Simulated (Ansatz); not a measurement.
The reference is AlN in the rock salt structure (space group Fm-3m, No. 225; a = 4.045 Å; a cell from a computed database, its experimental status unchecked). Axes: x, y, z lie along the cube axes.

One thing is altered: tensor shear ε_yz = −2.97 % (engineering shear γ = -0.0594); the atoms relax in the strained cell.

Levels (all Ansatz, a program for electronic structure, PAW): PBEsol (420 eV, no spin-orbit coupling); HSE06 (420 eV, no spin-orbit coupling).

The geometry is relaxed with PBEsol.

| Quantity | Result |
|---|---|
| PBEsol band gap | 3.40 eV |

With HSE06 at the same geometry, the band gap rises by 1.42 eV (3.40 eV → 4.82 eV).

Single points use the geometry relaxed with PBEsol. The hybrid gap comes from the SCF mesh plus the semilocal run's edge points and a few special points and is an upper bound. Stability against distortions was not tested. This is not the structure that AlN has at room temperature and ambient pressure.
